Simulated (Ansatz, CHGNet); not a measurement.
**Double-hcp La: properties by level of theory**

Reference values: lattice constant a 3.774 Å (measured, 293 K, no zero-point or thermal correction; as tabulated in Wikipedia's data pages); lattice parameter c 12.171 Å (measured, 293 K, not corrected to a static lattice; as tabulated in Wikipedia's data pages).

```
level (code)            lattice parameter a (Å)  lattice parameter c (Å)
----------------------  -----------------------  -----------------------
CHGNet 0.3.0 (CHGNet)                     3.765                   12.297
CHGNet-r²SCAN (CHGNet)                    3.756                   12.268
PBE (Ansatz)                              3.767                   12.086
```

Differences from the reference values (errors of the level alone only where the reference is corrected to a static lattice):

| level | lattice constant a (%) | lattice parameter c (%) |
|---|---|---|
| CHGNet 0.3.0 | -0.24 | +1.04 |
| CHGNet-r²SCAN | -0.48 | +0.80 |
| PBE | -0.19 | -0.70 |

Nearest: lattice constant a, not ranked (reference at room or unstated temperature); lattice parameter c, not ranked (reference at room or unstated temperature).

Machine-learned potentials (CHGNet 0.3.0, CHGNet-r²SCAN) are trained on DFT data, which may include these solids.

Ansatz's density-functional and Hartree–Fock values are scalar-relativistic unless marked +SOC, with PAW data made under PBE.

Differences are worked out from the printed values.

Static lattice: no zero-point or thermal effects.

Ansatz is an electronic-structure program.
